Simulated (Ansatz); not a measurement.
## fcc Al (0 0 1) on zinc-blende InAs (0 0 1) (film strained to the substrate, faces as cut)

A periodic stack without vacuum, fcc Al (0 0 1) on zinc-blende InAs (0 0 1) (film strained to the substrate, faces as cut): substrate slab As10In12, film Al30, surface cells [[0, -1], [2, 1]] and [[-3, -1], [-1, -2]], film strained by -3.2 and -3.2 %, faces In/In and Al/Al as cut (like faces can put a slab off its formula).

The start was prepared with a machine-learned potential, and the result is one local minimum, with the in-plane cell held and forces under 0.04 eV/Å; the film can end far from its bulk form.

Calculation: PBE (plane waves to 420 eV, PAW; Ansatz, a program for electronic structure). Spin–orbit coupling is left out; the runs are not spin-polarised; PBE gaps are too small against experiment. Its k-point mesh 4×4×1, Fermi–Dirac width 0.05 eV.

```
Quantity                                                                                   Result
--------------------------------------------------------------------------------  ---------------
interface area                                                                            38.3 Å²
period                                                                                    30.73 Å
gaps between the outermost planes at the two interfaces                           2.25 and 2.22 Å
Al–In contacts across the interfaces within 1.22 times the sum of covalent radii  12, mean 2.98 Å
```

```xyz
52
Lattice="6.1856 0.0001 0.0319 0.0001 6.1854 -0.0553 -0.8716 -0.2766 30.7319" Properties=species:S:1:pos:R:3 pbc="T T T"
As     4.9121     1.3919     2.7661
As     1.7816     4.4245     2.7668
As     4.8522     1.4116     8.9958
As     1.7555     4.5008     8.9601
As     1.7751     1.3690     5.8429
As     4.8664     4.4753     5.9244
As     4.8316     1.4691    15.2050
As     1.7017     4.5755    15.1741
As     1.7446     1.4371    12.1343
As     4.8286     4.5325    12.0108
In     0.1776    -0.2075     4.3400
In     3.3727     2.9406     4.3454
In     3.0812     0.0519     1.3170
In     0.5913     2.6214     1.1154
In     0.2225    -0.0988    10.5391
In     3.2750     2.9459    10.5247
In     3.2940    -0.1379     7.4638
In     0.2429     2.9237     7.4105
In     0.4795     0.2573    16.7995
In     2.9007     2.6777    16.6787
In     3.3301    -0.1372    13.6579
In     0.1397     3.0442    13.5962
Al     3.1485     5.3170    21.1964
Al     0.6921     0.3715    21.1690
Al     1.9332     2.8167    21.1701
Al    -0.5263     4.0897    21.1963
Al     4.4107     1.5991    21.2062
Al     3.8263     3.4690    19.2024
Al     1.3099     4.6630    19.0809
Al     2.5604     0.9356    19.0532
Al     0.0776     2.2449    19.0948
Al     5.0054     5.9289    19.1095
Al     3.1388     5.3496    25.3386
Al     0.6664     0.3970    25.3771
Al     1.9026     2.8609    25.3519
Al    -0.5524     4.1055    25.3292
Al     4.3796     1.6311    25.3810
Al     3.7735     3.4661    23.3051
Al     1.3041     4.7094    23.2809
Al     2.5309     1.0003    23.3115
Al     0.0673     2.2332    23.2965
Al     5.0183     5.9573    23.2837
Al     3.1511     5.3507    29.4528
Al     0.6181     0.4308    29.6473
Al     1.9037     2.9101    29.5753
Al    -0.5809     4.1585    29.5037
Al     4.3227     1.6739    29.5383
Al     3.7537     3.4894    27.4481
Al     1.2716     4.7438    27.4573
Al     2.4889     1.0273    27.4950
Al     0.0443     2.2637    27.4944
Al     4.9972     5.9875    27.4266
```
